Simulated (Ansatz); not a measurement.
**Converging the k-point mesh at a smearing width of 0.02 eV: CoAl (P4mm, 2 atoms in the cell)**

```xyz
2
Lattice="2.8514 0.0000 0.0000 0.0000 2.8514 0.0000 0.0000 0.0000 2.8514" Properties=species:S:1:pos:R:3 pbc="T T T"
Al     1.4257     1.4257     1.4757
Co     0.0000     0.0000     0.0000
```

Computed with PBEsol, default PAW files made with PBE (plane waves; Ansatz, a quantum-chemistry and plane-wave program).

Base settings: basis.ecutwfc = 30.9 Ry; kpoints.mp_grid.grid = 12 12 12; hamiltonian.xc = pbesol; hamiltonian.pseudopotentials = {kind: paw} (the program's default PAW files); scf.occupations.method = gaussian; scf.occupations.width = 0.0073 Ry.

In this ladder: scf.occupations.width = 0.0015 Ry.

Only quantities that move along the ladder and can be compared are tabulated.

The count of work is k-points × plane waves × bands × iterations; it is no time. 

The starting cell has typed, rounded lattice constants, without a prior relaxation at this level. Its lattice was rescaled by up to half a per cent. One atom was moved a little off its site on purpose. Spin polarisation is off. In the base run, with a pressure of about -5 GPa the cell is away from its equilibrium volume at this level. Ansatz's pressure includes its estimate of the finite-basis (Pulay) stress.

| kpoints.mp_grid.grid | free energy less the last step's (meV/atom) | pressure (GPa) | count of work / last |
|---|---|---|---|
| 4 4 4 | 64.56 | -3.67 | 0.016 |
| 5 5 5 | -7.07 | -5.84 | 0.012 |
| 6 6 6 | 2.49 | -5.10 | 0.027 |
| 7 7 7 | -2.33 | -5.51 | 0.027 |
| 9 9 9 | -1.96 | -5.39 | 0.051 |
| 10 10 10 | -1.04 | -5.43 | 0.086 |
| 13 13 13 | 0.24 | -5.40 | 0.13 |
| 15 15 15 | -0.01 | -5.38 | 0.20 |
| 18 18 18 | -0.24 | -5.40 | 0.37 |
| 22 22 22 | 0.03 | -5.37 | 0.64 |
| 27 27 27 | 0.00 | -5.38 | 1.0 |

Coarsest kpoints.mp_grid.grid that holds the pressure within 0.1 GPa of the last step, with all finer ones: 9 9 9, at 0.051 of the last step's count of work; the step before is off by 0.13 GPa.

Coarsest kpoints.mp_grid.grid that holds the free energy within 5 meV/atom of the last step, with all finer ones: 6 6 6, at 0.027 of the last step's count of work; the step before is off by 7.1 meV/atom.

Keys are those of Ansatz 0.2.
